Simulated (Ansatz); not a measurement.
Ir, response to strain

Start from Ir in the fcc (Cu type) structure (space group Fm-3m, No. 225; a = 3.844 Å). Axes: x, y, z lie along the cube axes.

Strains are applied to the cell and any free atomic positions relax; under biaxial strain the out-of-plane vector relaxes too; under stress the whole cell relaxes.

The values are results of plane-wave PAW DFT at the r2SCAN level (Ansatz, a first-principles code, 500 eV), no spin-orbit coupling, not measurements.

Notes on the quantities. pressure: mean of the normal stresses, compression positive; energy relative to the base: free energy F.

```json
[
 {"variant": "base", "pressure": "0.0 GPa", "energy relative to the base": "0 meV/atom", "space group": "Fm-3m (No. 225)", "volume per atom": "14.20 Å³"},
 {"variant": "biaxial strain +4.79 %, plane normal [001], relaxed out of plane", "pressure": "-17.0 GPa", "energy relative to the base": "+120 meV/atom", "space group": "I4/mmm (No. 139)", "volume per atom": "15.03 Å³"},
 {"variant": "biaxial strain +4.86 %, plane normal [001], relaxed out of plane", "pressure": "-17.2 GPa", "energy relative to the base": "+123 meV/atom", "space group": "I4/mmm (No. 139)", "volume per atom": "15.04 Å³"},
 {"variant": "biaxial strain +0.65 %, plane normal [111], relaxed out of plane", "pressure": "-3.4 GPa", "energy relative to the base": "+3.0 meV/atom", "space group": "R-3m (No. 166)", "volume per atom": "14.34 Å³"},
 {"variant": "isotropic strain −1.30 %", "pressure": "(withheld)", "energy relative to the base": "(withheld)", "space group": "Fm-3m (No. 225)", "volume per atom": "13.66 Å³"},
 {"variant": "isotropic strain −1.01 %", "pressure": "12.4 GPa", "energy relative to the base": "+16 meV/atom", "space group": "Fm-3m (No. 225)", "volume per atom": "13.78 Å³"},
 {"variant": "isotropic strain +3.48 %", "pressure": "-29.8 GPa", "energy relative to the base": "+158 meV/atom", "space group": "Fm-3m (No. 225)", "volume per atom": "15.74 Å³"},
 {"variant": "uniaxial strain ε_xx = −1.88 %", "pressure": "7.6 GPa", "energy relative to the base": "+10 meV/atom", "space group": "I4/mmm (No. 139)", "volume per atom": "13.94 Å³"},
 {"variant": "uniaxial stress, 8 GPa tension along x", "pressure": "–", "energy relative to the base": "+5.8 meV/atom", "space group": "I4/mmm (No. 139)", "volume per atom": "14.31 Å³"},
 {"variant": "tensor shear ε_xz = +0.75 %", "pressure": "0.1 GPa", "energy relative to the base": "+2.7 meV/atom", "space group": "Immm (No. 71)", "volume per atom": "14.20 Å³"}
]
```

Q: Complete the table.

A: 
- isotropic strain −1.30 %, pressure: 16.3 GPa
- isotropic strain −1.30 %, energy relative to the base: +27 meV/atom

Without a gap, meshes like the base's 21×21×21 leave anisotropic stresses uncertain by several tenths of a GPa, and small strain energies with them. Stability under load was not tested beyond the relaxation. The final runs are not spin-polarised.
